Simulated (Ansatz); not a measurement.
Cell of rock-salt LiF (0 0 1) on silicon (0 0 1) (film strained to the substrate, faces as cut), relaxed at this level with a, b, gamma of the cell held:

```xyz
36
Lattice="3.8670 0.0006 -0.0822 0.0008 3.8673 0.0685 0.2914 -0.7235 31.9296" Properties=species:S:1:pos:R:3 pbc="T T T"
Si     3.1080     0.0923     2.8906
Si     1.1491    -0.7000     1.8006
Si     1.2454     1.9512     5.7346
Si     3.1486     1.9754     4.3229
Si     3.2391    -0.0376     8.3935
Si     1.2758    -0.0060     7.0697
Si     1.3667     1.8522    11.1976
Si     3.2709     1.8710     9.7916
Si     3.3575    -0.1352    13.8619
Si     1.3954    -0.1078    12.5322
Si     1.4749     0.9632    16.4341
Si     3.3865     1.8021    15.2986
F      3.1469     1.6424    21.9645
F      1.2139     3.5767    22.0414
F      1.1676     1.6861    19.8453
F      3.1041     3.6180    19.8690
F      3.2468     1.5587    26.2352
F      1.3132    -0.3750    26.2543
F      1.2627     1.6000    24.1555
F      3.1950    -0.3325    24.0544
F      3.3480     1.4816    30.4927
F      1.4167    -0.4501    30.5770
F      1.3660     1.5187    28.4276
F      3.2984    -0.4141    28.3400
Li     1.2124     1.6437    21.9769
Li     3.1477     3.5758    22.0077
Li     3.1027     1.6829    19.8926
Li     1.1700     3.6186    19.9282
Li     1.3126     1.5592    26.2517
Li     3.2472    -0.3757    26.2318
Li     3.1959     1.6005    24.1064
Li     1.2616    -0.3333    24.1024
Li     1.4154     1.4828    30.5437
Li     3.3477    -0.4515    30.4218
Li     3.3002     1.5182    28.4131
Li     1.3646    -0.4142    28.3625
```

These are PBE (plane waves to 420 eV, PAW; Ansatz, a first-principles code) values and carry that method's errors. Spin–orbit coupling is left out; the runs are not spin-polarised. Its k-point mesh 6×6×1, Fermi–Dirac width 0.05 eV.

Question: Give the plane-averaged electrostatic potential energy of an electron along the normal (the smooth PAW potential), about its mean over the cell.

Answer: 
| z (Å) | V (eV) |
|---|---|
| 0.000 | 7.34 |
| 0.591 | 6.75 |
| 1.035 | 4.61 |
| 1.626 | -1.71 |
| 2.218 | -3.00 |
| 2.661 | -3.24 |
| 3.253 | -2.02 |
| 3.844 | -0.57 |
| 4.288 | -2.73 |
| 4.879 | -0.66 |
| 5.323 | -1.38 |
| 5.914 | -2.50 |
| 6.506 | -0.47 |
| 6.949 | -2.67 |
| 7.541 | -1.17 |
| 8.132 | -1.86 |
| 8.576 | -2.76 |
| 9.167 | -0.37 |
| 9.758 | -2.86 |
| 10.202 | -1.58 |
| 10.793 | -1.46 |
| 11.385 | -2.49 |
| 11.828 | -0.34 |
| 12.420 | -2.67 |
| 12.863 | -1.94 |
| 13.455 | -0.91 |
| 14.046 | -2.61 |
| 14.490 | -0.29 |
| 15.081 | -2.31 |
| 15.673 | -3.22 |
| 16.116 | -3.10 |
| 16.707 | -1.23 |
| 17.299 | 5.05 |
| 17.742 | 6.92 |
| 18.334 | 7.47 |
| 18.925 | 6.65 |
| 19.369 | 0.97 |
| 19.960 | -6.69 |
| 20.404 | 1.64 |
| 20.995 | 5.87 |
| 21.587 | -1.70 |
| 22.030 | -7.15 |
| 22.622 | 3.65 |
| 23.213 | 5.83 |
| 23.657 | 0.06 |
| 24.248 | -6.69 |
| 24.839 | 4.83 |
| 25.283 | 5.94 |
| 25.874 | -1.83 |
| 26.466 | -5.79 |
| 26.909 | 3.77 |
| 27.501 | 5.79 |
| 27.944 | -0.11 |
| 28.536 | -6.68 |
| 29.127 | 4.82 |
| 29.571 | 5.84 |
| 30.162 | -2.06 |
| 30.754 | -5.28 |
| 31.197 | 4.36 |
| 31.789 | 7.23 |
